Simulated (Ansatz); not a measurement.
AlRu: point defects

Start from an 8-atom supercell of AlRu in the CsCl type structure (space group Pm-3m, No. 221; a = 3.0035 Å) at its relaxed geometry.

One neutral defect a cell, atoms relaxed at fixed cell.

All numbers come from PBE (Ansatz, a first-principles code, PAW, without spin-orbit coupling), earlier PAW set.

```csv
change,largest displacement of a host atom from its site in the perfect cell,pressure
perfect supercell,–,0.1 GPa
"Al on a Ru site (antisite), symmetric start",0.00 Å,4.0 GPa
Ru vacancy,0.00 Å,-4.6 GPa
Al vacancy,0.31 Å,[?]
Ru interstitial (started 1.50 Å from the nearest host atom),[?],61.5 GPa
Sb on a Ru site,0.40 Å,[?]
```

### Question
What belongs in the blanks?

### Answer

- Al vacancy, pressure: -10.0 GPa
- Ru interstitial (started 1.50 Å from the nearest host atom), largest displacement of a host atom from its site in the perfect cell: 1.65 Å
- Sb on a Ru site, pressure: 20.1 GPa

The cell is small, so the values are those of an ordered compound at a high defect concentration; dilute-limit values will differ. Defects with a symmetric start kept the site's symmetry and may sit on a saddle; the others started slightly shaken. The final runs are not spin-polarised.
